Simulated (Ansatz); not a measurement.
# Ansatz run on WS2 (P6_3/mmc, 6 atoms in the cell): self-consistent single point

Computed with PBE (plane waves, PAW; Ansatz, a quantum-chemistry and plane-wave program).

Input:

Ansatz 0.2 input:
```yaml
crystal:
  lattice:
    - [1.570275, -2.719796, 0.000000]
    - [1.570275, 2.719796, 0.000000]
    - [0.000000, 0.000000, 12.283040]
  atoms:
    - { symbol: W, position_ang: [1.570275, 0.906599, 3.070760] }
    - { symbol: W, position_ang: [1.570275, -0.906599, 9.212280] }
    - { symbol: S, position_ang: [1.570275, 0.906599, 10.784509] }
    - { symbol: S, position_ang: [1.570275, -0.906599, 4.642989] }
    - { symbol: S, position_ang: [1.570275, -0.906599, 1.498531] }
    - { symbol: S, position_ang: [1.570275, 0.906599, 7.640051] }
basis:
  ecutwfc: 420.0 eV
kpoints:
  mp_grid: { grid: [9, 9, 2] }
hamiltonian:
  xc: pbe
  pseudopotentials: { kind: paw }
scf:
  occupations: { method: fermi_dirac, width: 0.05 eV }
output:
  forces: true
  eigenvalues: true
  stress: true
```

Output (repeated stretches shortened):

```
WARN ansatz: RAYON_NUM_THREADS=1 ignored (pool sized by the plan → 1); use --threads N
Pseudopotentials: kind: paw
Pseudopotential: W, paw, valence charge 14
Pseudopotential: S, paw, valence charge 6
Crystal: 6 atoms, lattice volume = 104.917 Å³
Basis set: ecut = 420 eV, 2021 PW (Γ), exchange–correlation on 48×48×180 points (8 copies of the dense FFT grid, shifted against one another)
Bands: 32, of which v1, the nominal top of the filled ones, is band 26 counted from 1 (25 counted from 0)
Symmetry: 24 space group operations
Space group: P63/mmc (ITA 194), of the structure as read, at distance tolerance 4.7e-5 Å
k-points: 24 of 162
Initial density: superposition of atomic densities (neutral atoms: chi_scale 0, normalization atom), corrected by the library's trained network
Initial wavefunctions: pseudopotential atomic-orbital guess
Eigensolver: davidson
Functional: x = pbe(κ = 0.804, μ = 0.2195149727645171), c = pbe(β = 0.06672455060314922)
SCF iter   1: F=—  HF=-24382.699794 eV  |F-HF|=—  |Δ(HF+E_count)|=         —  Δρ=5.28e-3  dr2=1.33e-2  ethr=1.77e-3  ⟨swp⟩=6.2  Hψ=3572  notcnv=0
all-band conjugate gradients solve this SCF's bands
preconditioner: auto → Resta (q_TF=auto, 2.427 Å⁻¹)
SCF iter   2: F=—  HF=-24382.704488 eV  |F-HF|=—  |Δ(HF+E_count)|=   4.69e-3  Δρ=2.88e-3  dr2=2.46e-3  ethr=2.55e-5  ⟨swp⟩=2.0  Hψ=1257  notcnv=0
SCF iter   3: F=—  HF=-24382.708569 eV  |F-HF|=—  |Δ(HF+E_count)|=   4.08e-3  Δρ=1.01e-3  dr2=4.06e-4  ethr=4.74e-6  ⟨swp⟩=2.3  Hψ=1139  notcnv=0
SCF iter   4: F=—  HF=-24382.709099 eV  |F-HF|=—  |Δ(HF+E_count)|=   5.29e-4  Δρ=8.32e-5  dr2=1.20e-5  ethr=7.81e-7  ⟨swp⟩=2.0  Hψ=1138  notcnv=0
SCF iter   5: F=—  HF=-24382.709240 eV  |F-HF|=—  |Δ(HF+E_count)|=   1.41e-4  Δρ=2.42e-5  dr2=7.16e-7  ethr=2.31e-8  ⟨swp⟩=2.0  Hψ=1096  notcnv=0
SCF iter   6: F=-24382.709241 eV  HF=-24382.709241 eV  |F-HF|=4.63e-8  |Δ(HF+E_count)|=   3.09e-7  Δρ=7.10e-6  dr2=6.62e-8  ethr=1.92e-10  ⟨swp⟩=7.9  Hψ=3578  notcnv=0
SCF 1 converged in 6 iterations: F = -24382.709241 eV  dr2 = 6.62e-8
SCF converged after 6 iterations
Free energy (F): -24382.709241 eV
Harris-Foulkes:  -24382.709241 eV  (|F-HF|=4.63e-8)
Internal energy: -24382.709239 eV  (E = F + TS)
E sigma→0 (E₀):  -24382.709240 eV
Entropy (-TS):   -0.000001 eV (-0.000 meV/atom)
Fermi energy:    12.426955 eV
--- Per-component energies (eV) ---
  E_band       = -361.034625
  E_kinetic    = 1336.355402
  E_local      = -3463.360400  (includes V_loc(G=0)·N_el)
  E_nonlocal   = 114.877655
  E_hartree    = 1376.797587
  E_xc         = -925.837289
  E_vxc        = -832.130682  (∫ρ·V_xc dr)
  E_paw        = -19526.446383  (= ΣΔE_a)
  E_vpaw       = -270.374661  (= ΣTr[D̂ρ^β])
  E_aug_tail   = -0.000125  (compensation charges beyond the density's cutoff)
  E_ewald      = -3295.095687
  E_smearing   = -0.000001  (= −TS)
  E_closure    = 0.000000  (closes the sum)
  Σ components = -24382.709241   (vs F -24382.709241, Δ=0.00e0)
--- Forces (eV/Å), atoms counted from 1 ---
  atom   1  W      0.00000000     0.00000000     0.00000000
  atom   2  W      0.00000000    -0.00000000     0.00000000
  atom   3  S      0.00000000    -0.00000000     0.17569463
  atom   4  S      0.00000000     0.00000000     0.17569463
  atom   5  S      0.00000000     0.00000000    -0.17569463
  atom   6  S      0.00000000     0.00000000    -0.17569463
  max |Σ_I F_I| component: 5.55e-17 eV/Å
--- Stress (GPa, compression-positive) ---
        5.944260       0.000000       0.000000
        0.000000       5.944260       0.000000
        0.000000       0.000000       5.252318
  P = ⅓ Tr σ = 5.7136 GPa (57.136 kbar)
  The stress holds the Pulay correction. Without it, at fixed plane waves, as pw.x and ABINIT print it: P = 5.6840 GPa
--- Band table (eV; the first three rows and the last of 24) ---
  k-point 0: bands = ["-62.5566", "-62.5566", "-26.8715", "-26.8715", "-26.6744", "-26.6744", "-26.6744", "-26.6744", "-3.7411", "-3.4987", "-2.1924", "-1.7331", "4.2459", "5.3311", "8.0467", "8.4830", "8.4830", "8.4976", "8.4976", "9.7340", [...]
  k-point 1: bands = ["-62.5566", "-62.5566", "-26.8715", "-26.8715", "-26.6744", "-26.6744", "-26.6744", "-26.6744", "-3.6339", "-3.6339", "-1.9530", "-1.9530", "4.7139", "4.7139", "8.4902", "8.4902", "8.4902", "8.4902", "9.0156", "9.0156", [...]
  k-point 2: bands = ["-62.5542", "-62.5542", "-26.8631", "-26.8631", "-26.7205", "-26.7205", "-26.6851", "-26.6851", "-3.5287", "-3.2864", "-2.1007", "-1.6656", "4.4983", "5.5813", "7.7536", "7.9525", "7.9855", "8.6846", "8.7104", "9.0034", [...]
  k-point 23: bands = ["-62.5336", "-62.5336", "-26.9610", "-26.9610", "-26.9235", "-26.9235", "-26.7902", "-26.7902", "-1.0175", "-1.0175", "-0.9700", "-0.9700", "5.3868", "5.3868", "5.8135", "5.8135", "6.7239", "6.7239", "7.1720", "7.1720", [...]
```

The run converged in 6 iterations.

The starting cell has typed, rounded lattice constants, without a prior relaxation at this level. Its lattice was rescaled by up to half a per cent. Spin-orbit coupling is off. With a pressure of about 6 GPa the cell is away from its equilibrium volume at this level. Ansatz's pressure includes its estimate of the finite-basis (Pulay) stress.
